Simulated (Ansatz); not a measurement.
The reference is Os in the hcp (Mg type) structure (space group P6_3/mmc, No. 194; a = 2.754 Å, c = 4.348 Å; relaxed with 0.1 eV smearing). Axes: x lies along a and z along c of the hexagonal cell.

Method: Kohn–Sham DFT with the PBE functional, run in Ansatz (a program for electronic structure) with PAW and 420 eV plane waves, scalar-relativistic without spin-orbit coupling, earlier PAW set.

Before the change:

Pressure: 0.0 GPa

Perturbation: biaxial strain +2.97 %, plane normal [001], relaxed out of plane (Cartesian); in-plane vectors clamped, the third vector and the atoms free.

Task: Estimate the effect on the ratio −ε⊥/ε∥.

Result: The ratio −ε⊥/ε∥ comes out as 0.54.

Task: What happens to the pressure?

Result: The pressure (mean of the normal stresses, compression positive) goes from zero to -13.6 GPa.

No phonon test of stability was made. The final runs are not spin-polarised.
